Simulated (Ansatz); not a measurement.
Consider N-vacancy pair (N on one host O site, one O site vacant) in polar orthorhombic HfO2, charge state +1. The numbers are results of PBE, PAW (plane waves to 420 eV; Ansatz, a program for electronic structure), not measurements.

Cell of 96 host sites held at the relaxed PBE lattice; the Γ point alone; Fermi-Dirac width 0.01 eV, spin-restricted; finite-size errors left in. Energies are static. Spin-orbit coupling is left out. The host's phase is taken as given; its stability against other phases was not computed. The charge state is imposed; whether it is stable for some Fermi level was not computed. Forms of the defect that were not tried may lie lower.

Barriers: single points on a 2×2×2 k-point mesh shifted by half a step at the bands' geometries.

A. N and the vacancy change places (N-vacancy distance between ideal sites 2.55 Å throughout); the atom moves 2.01 Å along (-0.10, -0.37, -0.10) of the unit cell; the moving atom starts with neighbours Hf at 2.06, Hf at 2.07, Hf at 2.11 Å and ends with Hf at 2.08, Hf at 2.13, Hf at 2.24, Hf at 2.27; O at 2.60, O at 2.63, O at 2.67 Å; the start lies 0.53 eV above the lowest site run; saddle order not checked.
B. a nearby O atom hops onto the vacant site (N-vacancy distance between ideal sites 2.73 → 4.59 Å); the atom moves 1.98 Å along (0.10, -0.36, 0.10) of the unit cell; the moving atom starts with neighbours Hf at 2.06, Hf at 2.23, Hf at 2.27, Hf at 2.47; O at 2.57, O at 2.59, O at 2.59 Å and ends with Hf at 2.08, Hf at 2.10, Hf at 2.24; O at 2.65 Å; the start lies 0.29 eV above the lowest site run; saddle order not checked.
C. N and the vacancy change places (N-vacancy distance between ideal sites 2.73 Å throughout); the atom moves 2.10 Å along (-0.39, 0.08, 0.04) of the unit cell; the moving atom starts with neighbours Hf at 2.09, Hf at 2.12, Hf at 2.18, Hf at 2.66; 2 O at 2.66, O at 2.72 Å and ends with Hf at 2.00, Hf at 2.07, Hf at 2.14 Å; the start lies 0.29 eV above the lowest site run; saddle order not checked.

Task: Order them by forward barrier (lowest first) at the level PBE, PAW.

Result: A (0.55 eV), B (0.63 eV), C (1.02 eV)
